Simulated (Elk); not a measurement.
Elk run on La3TlC (Pm-3m, 5 atoms in the cell): self-consistent single point.

Level of theory: LDA (PW92), all-electron FP-LAPW, Elk's shipped species files, APW+lo basis with extra local orbitals run with Elk.

The change in words: lattice scaled by 0.98. Reference geometry:
```xyz
5
Lattice="5.3251 0.0000 0.0000 0.0000 5.3251 0.0000 0.0000 0.0000 5.3251" Properties=species:S:1:pos:R:3 pbc="T T T"
La     2.6626     0.0000     2.6626
La     0.0000     2.6626     2.6626
La     2.6626     2.6626     0.0000
Tl     0.0000     0.0000     0.0000
C      2.6626     2.6626     2.6626
```

Reference input (self-consistent single point, DFT, LDA (PW92), all-electron FP-LAPW, Elk's shipped species files, APW+lo basis with extra local orbitals): rgkmax = 7.5; stype = 0; swidth = 0.00999582 Ha; ngridk = 5 5 5; tforce = true; gmaxvr = 18 1/bohr; lmaxapw = 10; lmaxo = 8; nxlo = 2; lorbcnd = true; lradstp = 2; nrmtscf = 2. This run's input differs from it in these lines:

```diff
@@ -43,3 +43,3 @@
 scale
-  10.06306751
+  9.861806012
```

The program printed (abridged):

```
│ Self-consistent loop started │
│ Loop number : 1 │
 total energy                :     -45798.0707371
│ Loop number : 2 │
 total energy                :     -45798.6906175
RMS change in Kohn-Sham potential (target) :   0.2676154847     (  0.1000000000E-05)
Absolute change in total energy (target)   :   0.6198804289     (  0.1000000000E-03)
│ Loop number : 3 │
 total energy                :     -45801.0228715
RMS change in Kohn-Sham potential (target) :   0.1846368331     (  0.1000000000E-05)
Absolute change in total energy (target)   :    2.487224079     (  0.1000000000E-03)
│ Loop number : 4 │
   [... lines left out ...]
Absolute change in total energy (target)   :   0.2541149304E-02 (  0.1000000000E-03)
│ Loop number : 16 │
 total energy                :     -45789.2139704
RMS change in Kohn-Sham potential (target) :   0.5120931622E-06 (  0.1000000000E-05)
Absolute change in total energy (target)   :   0.5298286414E-03 (  0.1000000000E-03)
│ Loop number : 17 │
 total energy                :     -45789.2139010
RMS change in Kohn-Sham potential (target) :   0.8858437572E-07 (  0.1000000000E-05)
Absolute change in total energy (target)   :   0.6302371912E-04 (  0.1000000000E-03)
Convergence targets achieved

│ Loop number : 18 │

Energies :
 Fermi                       :     0.288714610054
 total energy                :     -45789.2138918

Density of states at Fermi energy :    100.8307949
 (states/Hartree/unit cell)

Estimated indirect band gap :   0.4363235664E-02
 from k-point      4 to k-point      1
Estimated direct band gap   :   0.4941458180E-02
 at k-point      4

Charges :
 core                        :    202.0000000
 valence                     :    56.00000000
 interstitial                :    9.251588561
 muffin-tins (core leakage)
  species :    1 (La)
   atom    1                 :    54.64334990     (  0.2289809228E-03)
   atom    2                 :    54.64334990     (  0.2289809228E-03)
   atom    3                 :    54.64334990     (  0.2289809228E-03)
  species :    2 (Tl)
   [... lines left out ...]
   total force               :     0.00000000    0.00000000    0.00000000
   total magnitude           :     0.00000000
 species :    3 (C)
  atom :    1
   Hellmann-Feynman          :     0.00000000    0.00000000    0.00000000
   IBS                       :    -0.00000000    0.00000000    0.00000000
   total force               :     0.00000000    0.00000000    0.00000000
   total magnitude           :     0.00000000
```

The run converged in 18 iterations. The count includes the last loop, which Elk runs after its targets are met. Against the reference run the total energy falls by 54.1 meV/atom.

The starting cell comes from a database of computed structures (which also holds hypothetical and non-ambient phases and stackings), without a prior relaxation at this level. Its lattice was rescaled by a random factor within 2.5 % of one. For this run, on top of that: lattice scaled by 0.98. Spin-orbit coupling is off. Values depend on the basis (sphere radii, cutoffs, local orbitals), which need not be converged. The log's line on a gap gives a spacing of levels on this mesh, which the program prints for metals too.

Cost on one core of a shared machine: roughly 2 min.
